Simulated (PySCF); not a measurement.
PySCF 2.14.0, MP2 (frozen core)/cc-pvdz: C[C@]1(O)C[SiH2][SiH2][SiH2]1, 19 atoms. The geometry is a generated start, not checked to be a minimum at this level.

```
Property                                              Result
-------------------------------  ---------------------------
task                                                     mp2
basis                                                cc-pvdz
two-electron scheme              exact four-centre integrals
frozen core                                             true
mf.init_guess                                minao (default)
mf.DIIS                                      CDIIS (default)
mf.diis_space                                    8 (default)
mf.conv_tol                                  1e-09 (default)
basis functions (reference run)                          170
```

On 4 threads, 1 BLAS thread. Build: conda-forge: OpenMP (GNU), OpenBLAS with its own threads, libcint, Libxc. Single runs; times are not shown.

Values of mol.max_memory tried: 8000 MB, 4000 MB, 2000 MB, 1000 MB, 500 MB, 300 MB, 200 MB.

### Question
Which of these memory settings still run, and by which path?

### Answer
It runs down to 200 MB, the lowest tried, with the same result. At 8000 MB: SCF integrals in memory, transformation in memory. From 1000 MB down: direct SCF, transformation through a file.

```csv
mol.max_memory,path,peak memory
8000 MB,"SCF integrals in memory, transformation in memory",1.3 GiB
4000 MB,"SCF integrals in memory, transformation in memory",1.3 GiB
2000 MB,"SCF integrals in memory, transformation in memory",1.3 GiB
1000 MB,"direct SCF, transformation through a file",0.92 GiB
500 MB,"direct SCF, transformation through a file",0.92 GiB
300 MB,"direct SCF, transformation through a file",0.92 GiB
200 MB,"direct SCF, transformation through a file",0.92 GiB
```

Peak memory is the kernel's count for the largest process, libraries included and scratch files not. The peak passes the setting at 500 MB, 300 MB, 200 MB: it is no hard cap. MP2's transformation through a file may take 2000 MB even at lower settings.
